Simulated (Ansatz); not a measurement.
**Habitual settings against a tight run: PbF2 (Fm-3m, 3 atoms in the cell)**

Self-consistent single point.

```yaml
crystal:
  lattice:
    - [0.00000, 3.02007, 3.02007]
    - [3.02007, 0.00000, 3.02007]
    - [3.02007, 3.02007, 0.00000]
  atoms:
    - { symbol: Pb, position: [0.00000, 0.00000, 0.00000] }
    - { symbol: F, position: [0.75000, 0.75000, 0.75000] }
    - { symbol: F, position: [0.25000, 0.25000, 0.25000] }
```

Method: PBEsol, PAW files made with PBE (plane waves; Ansatz, an electronic-structure program).

Base settings: basis.ecutwfc = 420 eV; kpoints.mp_grid.grid = 8 8 8; hamiltonian.xc = pbesol; hamiltonian.pseudopotentials = {kind: paw} (the program's default PAW files); scf.occupations.method = fixed.

Tight run (finer mesh or higher cutoff; not a proven limit): basis.ecutwfc: 420 eV → 590 eV; kpoints.mp_grid.grid: 8 8 8 → 11 11 11; scf.convergence.dr2_threshold: default (1e-07 eV) → 1e-09 eV. It gave top of the valence band (on the code's own zero) 4.14 eV; gap on the k-point mesh 4.33 eV; pressure -4.58 GPa.

Quick runs, as changes from the base:
- A: the base itself
- B: basis.ecutwfc: 420 eV → 335 eV; kpoints.mp_grid.grid: 8 8 8 → 2 2 2; hamiltonian.xc: pbesol → lda; scf.occupations.method: fixed → fermi_dirac; scf.occupations.width: default → 0.5 eV [LDA (PW92)]
- C: basis.ecutwfc: 420 eV → 210 eV; kpoints.mp_grid.grid: 8 8 8 → 4 4 4; hamiltonian.xc: pbesol → lda; scf.occupations.method: fixed → gaussian; scf.occupations.width: default → 0.272 eV [LDA (PW92)]
- D: basis.ecutwfc: 420 eV → 250 eV; kpoints.mp_grid.grid: 8 8 8 → 1 1 1; scf.occupations.method: fixed → cold; scf.occupations.width: default → 0.5 eV
- E: basis.ecutwfc: 420 eV → 295 eV; hamiltonian.xc: pbesol → lda [LDA (PW92)]
- F: kpoints.mp_grid.grid: 8 8 8 → 3 3 3; hamiltonian.xc: pbesol → b3lyp [B3LYP]
- G: kpoints.mp_grid.grid: 8 8 8 → 4 4 4; hamiltonian.xc: pbesol → hse06 [HSE06]

Energies are extrapolated to zero smearing width, which holds to low order in the width alone.

Dashes: energy of B, C, E, F, G, another energy zero; count of F, G, another kind of functional, whose work the count does not hold.

Gaps are read on each run's own mesh, which may miss the band edges.

† marks runs with another functional, U, potentials or spin treatment: their distance from the tight run is not a convergence error alone.

The count of work is k-points × plane waves × bands × iterations; it is no time. 

Pressures in the table are Ansatz's without its Pulay estimate, at a fixed set of plane waves; the tight run's value above holds the estimate.

The starting cell comes from a database of computed structures (which also holds hypothetical and non-ambient phases and stackings), without a prior relaxation at this level. Its lattice was rescaled by a random factor within 2.5 % of one. Spin-orbit coupling is off. In the base run, with a pressure of about -5 GPa the cell is away from its equilibrium volume at this level.

```csv
run,energy less tight (meV/atom),pressure less tight (GPa),gap on the mesh less tight (eV),count of work / tight
A,2.6,-0.28,-0.023,0.27
B†,–,-9.30,-0.078,0.026
C†,–,-199.50,-0.075,0.030
D,1139.8,-46.00,3.163,0.0046
E†,–,-24.93,-0.055,0.17
F†,–,3.20,2.104,–
G†,–,1.69,1.445,–
```

Among the runs at the tight run's level, the energy misses run from 2.6 to 1139.8 meV/atom.

Left out of this page: 1 run of the series with a known weakness of the program.

Keys are those of Ansatz 0.2.
